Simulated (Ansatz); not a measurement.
Ge2Sb2Te5, pressure series

Take Ge2Sb2Te5 (space group P-3m1, No. 164; a = 4.234 Å, c = 17.436 Å) as the base.

Cell and atoms are relaxed at each pressure.

Calculations: DFT with PBE-D3(BJ), PAW potentials and a 420 eV plane-wave cutoff in Ansatz (a quantum-chemistry and plane-wave program), without spin-orbit coupling, earlier PAW set.

Candidates:
(a) pressure 7.5 GPa
(b) pressure 5 GPa
(c) pressure 0.7 GPa

Before the change:

```
Quantity   Value
---------  -----
c/a ratio  4.118
```

**Question.** Order them by c/a ratio, highest first.

**Answer.** (c) pressure 0.7 GPa (4.108), (a) pressure 7.5 GPa (4.088), (b) pressure 5 GPa (4.043)

Load acts through the strain it causes; cell and atoms are relaxed under it. No phonon test of stability was made. No other phases were tried under pressure. The final runs are not spin-polarised. The program warned that a D3 coordination switch lies within reach, so dispersion energies are less smooth here.
